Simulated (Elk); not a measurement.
A self-consistent single point of LaH₃ (I4/mmm, 4 atoms in the cell) with Elk.

Method: PBEsol, spin-orbit coupling in second variation, all-electron FP-LAPW, Elk's shipped species files, APW+lo basis with extra local orbitals run with Elk.

```yaml
crystal:
  lattice:
    - [-1.89546, 1.89546, 3.08581]
    - [1.89546, -1.89546, 3.08581]
    - [1.89546, 1.89546, -3.08581]
  atoms:
    - { symbol: La, position: [0.00000, 0.00000, 0.00000] }
    - { symbol: H, position: [0.75000, 0.25000, 0.50000] }
    - { symbol: H, position: [0.25000, 0.75000, 0.50000] }
    - { symbol: H, position: [0.50000, 0.50000, 0.00000] }
```

Reference input (self-consistent single point, DFT, PBEsol, all-electron FP-LAPW, Elk's shipped species files, APW+lo basis with extra local orbitals): xctype = 22; rgkmax = 7.5; swidth = 0.00183747 Ha; ngridk = 6 6 6; gmaxvr = 16 1/bohr; nxlo = 2; lorbcnd = true; lmaxi = 3; maxscl = 100. This run's input differs from it in these lines:

```diff
@@ -5,2 +5,5 @@
   22
+
+spinorb
+  .true.
 
@@ -20,2 +23,5 @@
   3
+
+nempty
+  10
```

Log, with long lists cut:

```
│ Self-consistent loop started │
│ Loop number : 1 │
 total energy                :     -8498.35215289
 total moment                :   0.2124048231E-20 -0.1134821742E-22  0.1470755253E-22
│ Loop number : 2 │
 total energy                :     -8498.43588561
 total moment                :  -0.1319269421E-20  0.4928011939E-23  0.1816104486E-21
RMS change in Kohn-Sham potential (target) :    166.4488735     (  0.1000000000E-05)
Absolute change in total energy (target)   :   0.8373271904E-01 (  0.1000000000E-03)
│ Loop number : 3 │
 total energy                :     -8498.71895942
   [... lines left out ...]
 total energy                :     -8496.25677195
 total moment                :  -0.7455152720E-21  0.2480372028E-22  0.7603335252E-22
RMS change in Kohn-Sham potential (target) :   0.3560584522E-05 (  0.1000000000E-05)
Absolute change in total energy (target)   :   0.9965018762E-05 (  0.1000000000E-03)
│ Loop number : 17 │
 total energy                :     -8496.25677143
 total moment                :   0.7092237082E-21 -0.1339468865E-21 -0.3211047230E-22
RMS change in Kohn-Sham potential (target) :   0.6418293678E-06 (  0.1000000000E-05)
Absolute change in total energy (target)   :   0.3007089617E-05 (  0.1000000000E-03)
Convergence targets achieved

│ Loop number : 18 │

Energies :
 Fermi                       :     0.307784983606
 xc effective B-field        :    -0.130208074094E-08
 external B-field            :      0.00000000000
 total energy                :     -8496.25677142
 (external B-field energy excluded from total)

Density of states at Fermi energy :   0.7413028393
 (states/Hartree/unit cell)

Estimated indirect band gap :   0.1193703046E-01
 from k-point      1 to k-point      4
Estimated direct band gap   :   0.1418636284E-01
 at k-point      1

Charges :
 core                        :    46.00000000
 valence                     :    14.00000000
 interstitial                :    3.199866162
 muffin-tins (core leakage)
  species :    1 (La)
   atom    1                 :    54.52634424     (  0.2241572996E-03)
  species :    2 (H)
   [... lines left out ...]
   atom    2                 :   0.1680860267E-20   0.000000000       0.000000000
   atom    3                 :   0.7763655397E-24  0.2145615210E-23  0.1374002054E-23
 total in muffin-tins        :   0.3331816866E-20 -0.8320860947E-22 -0.1010609232E-21
 total moment                :   0.3421057472E-20 -0.1760927936E-21 -0.5551232017E-22

│ Self-consistent loop stopped │
```

The run converged in 18 iterations. The count includes the last loop, which Elk runs after its targets are met. 

The starting cell comes from a database of computed structures (which also holds hypothetical and non-ambient phases and stackings), without a prior relaxation at this level. Its lattice was rescaled by a random factor within 2.5 % of one. Values depend on the basis (sphere radii, cutoffs, local orbitals), which need not be converged. The log's line on a gap gives a spacing of levels on this mesh, which the program prints for metals too.

Cost on one core of a shared machine: roughly 80 s.
